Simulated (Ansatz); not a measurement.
Os, response to strain

Take Os in the hcp (Mg type) structure (space group P6_3/mmc, No. 194; a = 2.729 Å, c = 4.309 Å; relaxed with 0.1 eV smearing) as the base. Axes: x lies along a and z along c of the hexagonal cell.

Strains are applied to the cell and any free atomic positions relax.

All numbers come from PBEsol (Ansatz, a quantum-chemistry and plane-wave program, PAW, without spin-orbit coupling).

Notes on the quantities. energy relative to the base: free energy F; pressure: mean of the normal stresses, compression positive.

```tsv
case	energy relative to the base	pressure	shortest interatomic distance
base	0 meV/atom	0.0 GPa	2.669 Å
tensor shear ε_xz = +0.57 %	+1.6 meV/atom	0.1 GPa	2.657 Å
tensor shear ε_xz = +1.71 %	+14 meV/atom	0.5 GPa	2.633 Å
tensor shear ε_xz = +0.29 %	+0.4 meV/atom	0.0 GPa	2.663 Å
tensor shear ε_xz = +0.86 %	+3.5 meV/atom	0.1 GPa	2.651 Å
tensor shear ε_xz = +2.00 %	+19 meV/atom	0.7 GPa	2.627 Å
tensor shear ε_xz = +1.43 %	+9.8 meV/atom	0.3 GPa	2.639 Å
tensor shear ε_xz = +1.14 %	+6.2 meV/atom	0.2 GPa	2.645 Å
```

Whether these cells are dynamically stable was not tested. The final runs are not spin-polarised.
